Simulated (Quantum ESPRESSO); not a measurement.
Equation of state of fcc Cu (space group 225): energy against volume (Quantum ESPRESSO, PBE)

```xyz
1
Lattice="0.0000 1.7729 1.7729 1.7729 0.0000 1.7729 1.7729 1.7729 0.0000" Properties=species:S:1:pos:R:3 pbc="T T T"
Cu     0.0000     0.0000     0.0000
```

Level of theory: PBE, GBRV 1.5 ultrasoft (PBE) pseudopotentials (plane waves; Quantum ESPRESSO). Settings: ecutwfc = 65 Ry; ecutrho = 520 Ry; occupations = smearing; smearing = fd; degauss = 0.0036749 Ry; potentials = {Cu: cu_pbe_v1.2.uspp.F.UPF}; K_POINTS = automatic 28 28 28 0 0 0; conv_thr = 1e-10 Ry. The cell above is the first row's. The rows scale it uniformly. In all rows the k mesh is held. E is the free energy at the stated smearing, counted from the lowest row.

```csv
V (Å^3/atom),E (meV/atom)
11.145,?
11.387,14.22
11.630,4.52
11.872,0.00
12.114,0.05
12.357,4.16
12.599,11.84
12.841,22.70
13.083,36.34
```

Fit E of the 8 rows that show it with the third-order Birch-Murnaghan form, a cubic in V^(-2/3). With u = V^(-2/3) - 0.189, the rows have u = 0.008573, 0.005811, 0.003155, 0.000587, -0.001907, -0.004310, -0.006638, -0.008894. Least squares gives E = 0.661 - 1228.46·u + 320533·u² + 849786·u³. Residuals (row less fit): -0.003, 0.007, -0.002, -0.001, -0.003, -0.002, 0.009, -0.004; standard error 0.007 (degrees of freedom: 4). Its minimum lies at u = 0.001902, so V0 = (0.190902)^(-3/2) = 11.99. There d²E/du² = 650800 and d³E/du³ = 5099000, so B0 = (4/9) × 11.99^(-7/3) × 650800 × 0.160218 = 141 GPa (the last factor turns the table's units into GPa), and B0' = 4 + (2/3) × 0.190902 × (5099000)/650800 = 5.0. The program's pressures in the fitted runs (not shown) pass through zero at V = 11.97, 0.12 % from this V0.

Q: What does the fit predict for E at V = 11.145, and how far is the calculated value from it?

A: u = 0.011423, so E = 0.661 - 1228.46 × 0.011423 + 320533 × 0.011423² + 849786 × 0.011423³ = 29.720 meV/atom. The calculation gives 29.77 meV/atom, 0.050 meV/atom above the prediction (0.1 % of the range of E in the table). The row lies outside the fitted rows, so this is an extrapolation. From the scatter of the fitted rows alone, a prediction at this place has a standard error of 0.020 meV/atom, so the miss is 2.5 times that.

Carrying the step between the two nearest rows on in a straight line would have given 23.88, off by 5.89; series whose last step already gives the withheld value aren't shown. The scan was laid around a cell of about the measured size, scaled by a guess for this functional. Spin polarisation is off. Cutoffs and mesh are single choices, not tested for convergence of this quantity. Series with a scatter that would blur these digits, or in which a gap closes, are not shown. Nor are scans whose minimum lies at an end fitted in this form.
